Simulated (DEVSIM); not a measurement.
System: Au/SiO2/n-Si capacitor, at 300 K.

Layer 1 from the left is SiO2, thickness (nm) 1.00. Layer 2 from the left is Si, thickness (nm) 5200, Nd (cm⁻³) 1.2e16.

Metal gate on the left, work function 5.1 eV. Fixed charge at the semiconductor interface 1.7e11 cm⁻² (in units of +e); no interface traps.

The device is made up for the run: typed textbook-type constants, with dimensions and the other settings drawn at random. Values at 300 K.

SiO2: gap (eV) 9, affinity (eV) 0.9, permittivity 3.9. Si: gap (eV) 1.124, affinity (eV) 4.05, permittivity 11.7, Nc (cm⁻³) 2.86e19, Nv (cm⁻³) 3.1e19.

Q: Estimate by hand the flat-band voltage, the threshold voltage, and compare with a numerical solution.

A: 
- Flat-band voltage: C = 3.45 μF/cm², work-function difference 0.849 V; VFB = φms − qNf/C = 0.84 V; numerical 0.84 V.
- Threshold voltage: φF = 0.360 V, depletion charge √(4εqNφF) = 5.35e-8 C/cm²; VT = VFB − 2φF − Qd/C = 0.11 V; numerical 0.11 V.

DEVSIM, 1D Poisson equation in equilibrium, Boltzmann statistics, complete ionisation; no quantum confinement or tunnelling. Metal contacts follow the ideal Schottky-Mott rule: no Fermi-level pinning, no interface dipoles.
